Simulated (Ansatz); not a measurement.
# W2N (model structure, started from the CdI2 type, P-3m1, No. 164, 3 atoms in the cell)

The numbers are results of r²SCAN (PAW; Ansatz, a quantum-chemistry and plane-wave program), not measurements.

Numerical settings: plane-wave cutoff 560 eV, 24×24×12 k mesh (along the axes of the cell as run), Fermi–Dirac smearing 0.05 eV, no spin polarisation, scalar-relativistic PAW data made under PBE.

Cell (relaxed at this level):

```
CELL_PARAMETERS angstrom
      2.79522     0.00000     0.00000
     -1.39761     2.42073     0.00000
      0.00000     0.00000     5.39976
ATOMIC_POSITIONS crystal
  N  0.00000 0.00000 0.00000
  W  0.33333 0.66667 0.26923
  W  0.66667 0.33333 0.73077
```

```
Item           Result
------------  -------
bulk modulus  350 GPa
```

Note: the run has no spin polarisation, so it can have missed a magnetic state; the bulk modulus is −V dP/dV from two relaxed cells at ±2 % in volume; the relaxation could raise the start's symmetry but not lower it, so the cell can be a saddle point.

Spin–orbit coupling is not included; it can open a gap where bands touch, and shift volumes and moduli.

Static lattice: no zero-point or thermal effects.

A model structure was made by putting elements into a prototype or built by hand; it is no filed structure, need not be a known phase, and can be a saddle point held by its symmetry.
